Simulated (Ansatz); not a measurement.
Base system: Ti in the hcp (Mg type) structure (space group P6_3/mmc, No. 194; a = 2.936 Å, c = 4.637 Å). Axes: x lies along a and z along c of the hexagonal cell.

Calculations: r2SCAN in Ansatz (plane waves to 500 eV, PAW, no spin-orbit coupling).

Strains are applied to the cell and any free atomic positions relax; under biaxial strain the out-of-plane vector relaxes too.

One change was made to it. Results:

| quantity | base | after |
|---|---|---|
| pressure (mean of the normal stresses, compression positive) | 0.0 GPa | 1.8 GPa |
| shortest interatomic distance | 2.872 Å | 2.878 Å |
| band gap | zero | zero |

Problem. Name the change that was made.
(A) biaxial strain −1.23 %, plane normal [001], relaxed out of plane
(B) uniaxial strain ε_zz = −1.03 %
(C) tensor shear ε_yz = −1.83 %
(D) biaxial strain −1.73 %, plane normal [001], relaxed out of plane
(E) tensor shear ε_xy = +2.68 %

Solution. A, biaxial strain −1.23 %, plane normal [001], relaxed out of plane. For comparison, the pressure in the other runs: uniaxial strain ε_zz = −1.03 % gives 1.2 GPa; tensor shear ε_yz = −1.83 % gives 0.0 GPa; biaxial strain −1.73 %, plane normal [001], relaxed out of plane gives 2.6 GPa; tensor shear ε_xy = +2.68 % gives 0.1 GPa.

Without a gap, meshes like the base's 18×18×10 leave anisotropic stresses uncertain by several tenths of a GPa, and small strain energies with them. No phonon test of stability was made. The final runs are not spin-polarised.

Ansatz is a program for electronic structure.
